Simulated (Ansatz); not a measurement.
# ZnF₂ in the anatase structure (space group I4_1/amd, No. 141; a hypothetical phase, not in the database extracts checked)

```cif
data_F8Zn4
_chemical_formula_sum 'Zn4 F8'
_space_group_name_H-M_alt 'I41/amd :1'
_space_group_IT_number 141
_space_group_name_Hall 'I 4bw 2bw -1bw'
_cell_length_a 3.96155
_cell_length_b 3.96155
_cell_length_c 9.76998
_cell_angle_alpha 90.000
_cell_angle_beta 90.000
_cell_angle_gamma 90.000
loop_
_atom_site_label
_atom_site_type_symbol
_atom_site_symmetry_multiplicity
_atom_site_Wyckoff_symbol
_atom_site_fract_x
_atom_site_fract_y
_atom_site_fract_z
_atom_site_occupancy
Zn1 Zn 4 b 0.00000 0.00000 0.50000 1
F1 F 8 e 0.00000 0.00000 0.28939 1
```
(The calculation used a cell of 6 atoms; values per cell refer to that cell.)

The values are results of r2SCAN, PAW, 500 eV (Ansatz, a quantum-chemistry and plane-wave program; without spin-orbit coupling), not measurements. Γ-centred 12×12×12 mesh, Fermi–Dirac width 0.05 eV.

```json
{
 "volume_per_atom": "12.78 Å³",
 "density": "4.48 g/cm³",
 "band_gap": "4.37 eV, indirect, Γ–X (87 % along) → Γ",
 "electron_mass": "0.48 mₑ",
 "Lowest conduction-band minima above the VBM": "Γ 4.37 eV",
 "total_energy": "-1649.010 eV/atom (σ→0; compares only within this code and set-up)"
}
```

Effective masses come from finite differences of ±0.01 Å⁻¹. Stability against distortions was not tested.
